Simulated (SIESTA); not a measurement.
**Cost against accuracy: kgrid.MonkhorstPack for Zn3P2O8 (P2_1/c, 26 atoms in the cell)**

Cell: a = 5.1610 Å, b = 8.6466 Å, c = 8.8554 Å, α = 90.00°, β = 119.85°, γ = 90.00°.

Level of theory: LDA PW92, numerical atomic orbitals DZP, PseudoDojo LDA standard norm-conserving potentials (rewritten from UPF to PSML) in SIESTA 5.4.2.

Base settings: XC.functional = LDA; XC.authors = PW92; potentials = PseudoDojo LDA standard; PAO.BasisSize = DZP; PAO.EnergyShift = 0.01 Ry; MeshCutoff = 400 Ry; kgrid.MonkhorstPack = 5 3 3; OccupationFunction = FD; ElectronicTemperature = 10 K; MaxSCFIterations = 150.

Misses are taken against the tightest run, 15 8 9, which need not be fully converged itself. The energy is the free energy per atom.

Core times come from one kind of shared machine and are given to one figure; runs under 30 s give none.

The starting cell comes from a database of computed structures (which also holds hypothetical and non-ambient phases and stackings), without a prior relaxation at this level. Its lattice was rescaled by a random factor within 2.5 % of one. Values carry the incompleteness of an atom-centred basis. In the base run, with a pressure of about -15 GPa the cell is away from its equilibrium volume at this level.

The runs (kgrid.MonkhorstPack): 1 1 1 | 2 1 1 | 3 2 2 | 4 2 2 | 4 2 3 | 5 3 3 | 6 3 4 | 7 4 4 | 8 5 5 | 10 5 6 | 12 6 7 | 15 8 9.

Problem. Which is the coarsest setting among those run that, with all tighter ones, holds the energy within 1 meV/atom of the reference, and what does it save?

Solution. 3 2 2, off by 0.11 meV/atom; it needs about 0.04 of the reference's time.

Problem. What does the step from 1 1 1 to 12 6 7 buy?

Solution. It takes the miss in the energy from 54 to 0.00 meV/atom, for roughly 10 times the time.

```csv
kgrid.MonkhorstPack,energy less reference (meV/atom),largest difference in the force on any atom (eV/Å),core time / reference (rough)
1 1 1,54.10,0.971,0.04
2 1 1,10.54,0.088,0.04
3 2 2,0.11,0.002,0.04
4 2 2,0.03,0.001,0.04
4 2 3,0.01,0.000,0.04
5 3 3,0.00,0.000,0.2
6 3 4,0.00,0.000,0.08
7 4 4,0.00,0.000,0.1
8 5 5,0.00,0.000,0.2
10 5 6,0.00,0.000,0.3
12 6 7,0.00,0.000,0.5
15 8 9,0.00,0.000,1
```
